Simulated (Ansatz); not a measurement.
A calculation on cubic perovskite BaHfO₃ returned lattice constant a 4.218 Å, bulk modulus 174 GPa.

For reference: lattice constant a 4.171 Å (measured, room temperature, not corrected to a static lattice, sources range from 4.171 to 4.180; as tabulated in Zhao et al. (2008), arXiv:0809.3506).

### Question
Which level of theory produced these numbers?
A. r²SCAN+SOC (Ansatz, a program for electronic structure)
B. Hartree–Fock (Ansatz)
C. PBE (Ansatz)
D. LDA (Ansatz)

### Answer
B, Hartree–Fock (Ansatz)

The others give: PBE 4.206 Å, 155 GPa; LDA 4.122 Å, 183 GPa; r²SCAN+SOC 4.176 Å, 171 GPa.

Unless a cell is named, each level is at its own relaxed cell (Hartree–Fock 15.01, LDA 14.00, PBE 14.88, r²SCAN+SOC 14.56 Å³/atom).

Caveats: the relaxation could not lower the start's symmetry, so the cell can be a saddle point above a distorted one (PBE, LDA, r²SCAN+SOC, Hartree–Fock). Ansatz's density-functional and Hartree–Fock values are scalar-relativistic unless marked +SOC, with PAW data made under PBE.
